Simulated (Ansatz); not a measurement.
## Response to strain in hypothetical diamond Sr

Base system: Sr in the diamond structure (space group Fd-3m, No. 227; a hypothetical phase, not in the database extracts checked; relaxed with 0.1 eV smearing).

```cif
data_Sr2
_chemical_formula_sum 'Sr2'
_space_group_name_H-M_alt 'P 1'
_space_group_IT_number 1
_cell_length_a 6.79560
_cell_length_b 6.79560
_cell_length_c 6.79560
_cell_angle_alpha 60.000
_cell_angle_beta 60.000
_cell_angle_gamma 60.000
loop_
_space_group_symop_operation_xyz
  'x, y, z'
loop_
_atom_site_label
_atom_site_type_symbol
_atom_site_fract_x
_atom_site_fract_y
_atom_site_fract_z
_atom_site_occupancy
Sr1 Sr 0.75000 0.75000 0.75000 1
Sr2 Sr 0.50000 0.50000 0.50000 1
```

Strains are applied to the cell and any free atomic positions relax.

Levels (all Ansatz, a quantum-chemistry and plane-wave program, PAW): PBE (420 eV, without spin-orbit coupling); PBEsol (420 eV, spin-orbit coupling left out).

The base cell above is that of PBE; each level relaxes its own structures.

Notes on the quantities. energy relative to the base: free energy F.

```csv
case,"energy relative to the base, PBE","energy relative to the base, PBEsol"
isotropic strain −3.85 %,+13 meV/atom,?
isotropic strain −2.15 %,+4.0 meV/atom,+4.0 meV/atom
isotropic strain +0.74 %,+0.5 meV/atom,?
```

Some entries are withheld; estimate them.


- isotropic strain −3.85 %, energy relative to the base, PBEsol: +13 meV/atom
- isotropic strain +0.74 %, energy relative to the base, PBEsol: +0.5 meV/atom

The two levels differ by at most about 0.3 meV/atom. They put the cases in the same order.

Stability against distortions was not tested.
